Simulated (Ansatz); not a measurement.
BaZrO3, pressure series

The parent structure is BaZrO₃ in the cubic perovskite structure (space group Pm-3m, No. 221).

```xyz
5
Lattice="4.1807 0.0000 0.0000 0.0000 4.1807 0.0000 0.0000 0.0000 4.1807" Properties=species:S:1:pos:R:3 pbc="T T T"
Ba     0.0000     0.0000     0.0000
Zr     2.0903     2.0903     2.0903
O      0.0000     2.0903     2.0903
O      2.0903     2.0903     0.0000
O      2.0903     0.0000     2.0903
```

Cell and atoms are relaxed at each pressure.

Computed with PBEsol (Ansatz, an electronic-structure program; PAW; 420 eV plane waves; scalar-relativistic without spin-orbit coupling), earlier PAW set.

Two rows of this table had their results exchanged by mistake.

| pressure | volume per atom (Å³) | shortest distance (Å) | band gap |
|---|---|---|---|
| pressure −2 GPa | 14.80 | 2.099 | 3.15 eV |
| pressure −1 GPa | 14.70 | 2.095 | 3.17 eV |
| pressure 3 GPa | 14.36 | 2.078 | 3.22 eV |
| pressure 7 GPa | 14.05 | 2.063 | 3.26 eV |
| pressure 15 GPa | 10.70 | 1.884 | 2.92 eV |
| pressure 30 GPa | 12.75 | 1.997 | 3.37 eV |
| pressure 50 GPa | 11.98 | 1.956 | 3.28 eV |
| pressure 100 GPa | 13.52 | 2.037 | 3.34 eV |

**Question.** Which two?

**Answer.** The rows for pressure 15 GPa and pressure 100 GPa: the volume has to fall steadily with pressure, so 13.52 Å³ belongs to pressure 15 GPa and 10.70 Å³ to pressure 100 GPa.

Load acts through the strain it causes; cell and atoms are relaxed under it. Whether these cells are dynamically stable was not tested. No other phases were tried under pressure.
